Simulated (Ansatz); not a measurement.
The reference is BaS in the rock salt structure (space group Fm-3m, No. 225; a = 6.331 Å).

Computed with Kohn–Sham DFT with the PBEsol functional, run in Ansatz (an electronic-structure program) with PAW and 420 eV plane waves, without spin-orbit coupling.

Base values:

| Property | Result |
|---|---|
| Hole mass | 0.21, 2.6, 2.6 mₑ (at Γ) |
| Density | 4.43 g/cm³ |

Modification: a hydrostatic pressure of 3 GPa.

Question: How does this affect the hole mass, density and mean gap deformation potential ΔEg/Δln V?

Answer: The hole mass (degenerate bands, along [100]) changes from 0.21, 2.6, 2.6 mₑ (at Γ) to 0.20, 2.6, 2.6 mₑ (at Γ); the density rises by 0.26 g/cm³ to 4.69 g/cm³; the mean gap deformation potential ΔEg/Δln V comes out as +1.9 eV.

Load acts through the strain it causes; cell and atoms are relaxed under it. Masses are band curvatures over ±0.01 Å⁻¹ around the edge. Stability against distortions was not tested.
